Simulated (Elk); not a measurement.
Sensitivity of a calculation on SrV (P4/mmm, 2 atoms in the cell) to its settings

```
SrV
1.0
    3.76086     0.00000     0.00000
    0.00000     3.76086     0.00000
    0.00000     0.00000     4.92942
Sr V
1 1
Direct
  0.50000   0.50000   0.50000
  0.00000   0.00000   0.00000
```
Moments meant for the start (each program seeds them in its own way; μB, in the order of the atoms Sr V): 0.0 2.0.

Base run A: PBE, all-electron FP-LAPW, Elk's shipped species files, APW+lo basis with extra local orbitals (Elk), self-consistent single point.

Its settings: xctype = 20; spinpol = true; rgkmax = 8; stype = 3; swidth = 0.00367493 Ha; ngridk = 4 4 3; vkloff = 0.5 0.5 0.5; reducebf = 0.5; gmaxvr = 14 1/bohr; nxlo = 2; lorbcnd = true; lmaxi = 2; nempty = 8 per atom; bfcmt = [[0.0, 0.0, 0.0], [0.0, 0.0, -2.0]].

The starting cell was generated: these elements placed on a structure prototype, without a prior relaxation; it need not be a known phase or ordering of this composition. Its lattice was rescaled by a random factor within 2.5 % of one. With one magnetic atom in the cell only a parallel order is possible. Values depend on the basis (sphere radii, cutoffs, local orbitals), which need not be converged. Without a gap this mesh is coarse (it stands for a supercell whose shortest vector is 15 Å).

ΔF is the free energy per atom less that of run A. A dash stands where there is no value to compare (another energy zero or no entropy term, no result, no spin, no clean gap, or a mesh too coarse for one). 

Run A gave: size of the net moment (μB/atom) 2.33; k-points 6; valence electrons 23.

Runs:
- B: epspot: default → 3.7e-08 Ha; epsengy: default → 3.7e-06 Ha
- C: gmaxvr: 14 1/bohr → 11.1 1/bohr
- D: ngridk: 4 4 3 → 3 3 2; vkloff: 0.5 0.5 0.5 → default
- E: swidth: 0.00367493 Ha → 0.0055124 Ha
- F: lattice scaled by 0.985
- G: 3 x 1 x 1 supercell, mesh divided and rounded up; bfcmt: [[0.0, 0.0, 0.0], [0.0, 0.0, -2.0]] → [[0.0, 0.0, 0.0], [0.0, 0.0, 0.0], [0.0, 0.0, 0.0], [0.0, 0.0, -2.0], [0.0, 0.0, -2.0], [0.0, 0.0, -2.0]]; ngridk: 4 4 3 → 2 4 3
- H: non-collinear run, moments along x (0 2 μB); bfcmt: [[0.0, 0.0, 0.0], [0.0, 0.0, -2.0]] → [[0.0, 0.0, 0.0], [-2.0, 0.0, 0.0]]
- I: lmaxo: default → 7
- J: bfcmt: [[0.0, 0.0, 0.0], [0.0, 0.0, -2.0]] → [[0.0, 0.0, 0.0], [0.0, 0.0, -0.02]]
- K: stype: 3 → 0; swidth: 0.00367493 Ha → default; autoswidth: default → true
- L: mixsdb: default → 20

Q: What does run F change against A?

A: The free energy falls by 11.6 meV/atom and the size of the net moment hardly changes (2.33 to 2.32 μB/atom).

| run | ΔF (meV/atom) | size of the net moment (μB/atom) | k-points | valence electrons |
|---|---|---|---|---|
| A | 0.00 | 2.33 | 6 | 23 |
| B | -0.09 | 2.33 | 6 | 23 |
| C | -0.01 | 2.33 | 6 | 23 |
| D | -17.6 | 2.26 | 6 | 23 |
| E | -39.8 | 2.26 | 6 | 23 |
| F | -11.6 | 2.32 | 6 | 23 |
| G | 0.31 | 2.31 | 4 | 69 |
| H | -0.23 | 2.33 | 6 | 23 |
| I | -0.17 | 2.33 | 6 | 23 |
| J | -0.25 | 2.33 | 6 | 23 |
| K | – | 2.35 | 6 | 23 |
| L | -0.12 | 2.33 | 6 | 23 |
